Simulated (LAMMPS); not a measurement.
System: Si (diamond structure), solid and liquid side by side in a cell of 1920 atoms at 5 GPa.

All values are model results, not measurements: classical MD, pair style tersoff, file SiC_Erhart-Albe.tersoff, run in LAMMPS.

```json
{
  "melting_point": "2290 ± 46 K",
  "enthalpy_of_fusion": "0.46 eV/atom",
  "entropy_of_fusion": "2.3 kB/atom",
  "volume_change_on_melting": "-10 %",
  "volume_of_the_solid_at_the_melting_point": "19.71 Å³/atom",
  "volume_of_the_liquid_there": "17.66 Å³/atom",
  "Clausius-Clapeyron slope": "-64 K/GPa",
  "limit_of_superheating_of_the_perfect_crystal": "3300 K",
  "cost": "very roughly 50 core-minutes"
}
```

Potential: file SiC_Erhart-Albe.tersoff of the LAMMPS distribution; its header cites Erhart and Albe, Phys Rev B, 71, 035211 (2005).

Caution: the error of the potential's melting point is set to 2 % at least, a picked allowance for cell size and run length.
